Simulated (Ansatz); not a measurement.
Effect of uniaxial strain ε_xx = +0.68 % on Te

The reference is Te (space group P3_121, No. 152; a = 4.317 Å, c = 5.955 Å; made of chains). Axes: x lies along a and z along c of the hexagonal cell.

The change: the cell is stretched by 0.68 % along x with no lateral relaxation; the atoms relax in the strained cell.

Method: PBEsol/PAW in Ansatz (a program for electronic structure), no spin-orbit coupling, earlier PAW set. Settings: 13×13×8 k-points, 0.05 eV Fermi–Dirac smearing.

```json
[
 {"quantity": "volume per atom", "base": "32.04 Å³", "changed": "32.26 Å³", "shift": "+0.22 Å³"},
 {"quantity": "shortest interatomic distance", "base": "2.908 Å", "changed": "2.905 Å", "shift": "-0.0024 Å"},
 {"quantity": "energy relative to the base (free energy F)", "base": "0 meV/atom", "changed": "+0.2 meV/atom", "shift": "+0.2 meV/atom"},
 {"quantity": "pressure (mean of the normal stresses, compression positive)", "base": "0.0 GPa", "changed": "-0.2 GPa", "shift": "-0.2 GPa"},
 {"quantity": "band gap", "base": "zero", "changed": "zero", "shift": "–"},
 {"quantity": "stress (xx, yy, zz, yz, xz, xy; compression positive) (rough)", "base": "–", "changed": "(-0.3, -0.1, -0.2, -0.1, 0.0, 0.0) GPa", "shift": "–"}
]
```

Cost of the whole job for the changed cell (relaxation, final SCF and bands): around 4 core-minutes (rough).

Without a gap, meshes like the base's 13×13×8 leave anisotropic stresses uncertain by several tenths of a GPa, and small strain energies with them. Spin-orbit coupling, missing from the scalar runs, can matter with Te. Stability against distortions was not tested. No dispersion term is included in the PBEsol runs. Gaps under 0.05 eV, about the width of the smearing, are given as zero. The zero or small gap of Te can change with the level of theory.
